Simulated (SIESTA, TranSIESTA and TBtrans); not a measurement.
Pt chain bridged by a linear C6 unit along the axis

Device: Pt chain bridged by a linear C6 unit along the axis. Leads: straight Pt chain, spacing 2.4 Å. Geometry: 8 atoms about the centre moved by SIESTA (PBE, DZP) to a largest force of 0.04 eV/Å, all others as built, motion along the axis alone.

TranSIESTA and TBtrans, PBE, DZP numerical orbitals (energy shift 0.15 eV), PseudoDojo norm-conserving scalar-relativistic potentials, mesh cutoff 200 Ry, 300 K, spin-polarised (collinear), no spin-orbit coupling; self-consistent non-equilibrium Green functions.

| Property | Value |
|---|---|
| Conductance at 300 K (G0 = 2e²/h) | 1.84 |
| Thermopower (μV/K) | -2.6 |
| Mean T from −0.5 to 0.5 eV | 1.82 |

Energies count from the leads' Fermi level. Transmissions are for each spin. The energy step is 0.01 eV; narrower resonances are cut or missed.

| E (eV) | T up | T down | lead channels up | down |
|---|---|---|---|---|
| -2.00 | 1.88 | 1.88 | 3 | 3 |
| -1.80 | 1.74 | 1.74 | 3 | 3 |
| -1.60 | 1.62 | 1.61 | 4 | 4 |
| -1.40 | 1.53 | 1.53 | 4 | 4 |
| -1.20 | 1.48 | 1.48 | 4 | 4 |
| -1.00 | 1.46 | 1.47 | band edge | band edge |
| -0.80 | 1.48 | 1.48 | 6 | 6 |
| -0.60 | 1.52 | 1.52 | 6 | 6 |
| -0.40 | 1.60 | 1.60 | 6 | 6 |
| -0.20 | 1.71 | 1.70 | 4 | 4 |
| 0.00 | 1.84 | 1.83 | 4 | 4 |
| 0.20 | 1.95 | 1.95 | 4 | 4 |
| 0.40 | 1.99 | 1.99 | 3 | 3 |
| 0.60 | 1.77 | 1.77 | 3 | 3 |
| 0.80 | 3.3e-5 | 3.3e-5 | 1 | 1 |
| 1.00 | 2.3e-5 | 2.3e-5 | 1 | 1 |
| 1.20 | 2.1e-5 | 2.1e-5 | 1 | 1 |
| 1.40 | 1.9e-5 | 1.9e-5 | 1 | 1 |
| 1.60 | 1.9e-5 | 1.9e-5 | 1 | 1 |
| 1.80 | 1.9e-5 | 1.8e-5 | 1 | 1 |
| 2.00 | 1.9e-5 | 1.8e-5 | 1 | 1 |

A magnetic start was tried, and the separate lead runs end without a moment. The straight chain is held at its spacing; free chains may zigzag or dimerise. Spin-orbit coupling, left out here, matters for the heavy atoms.
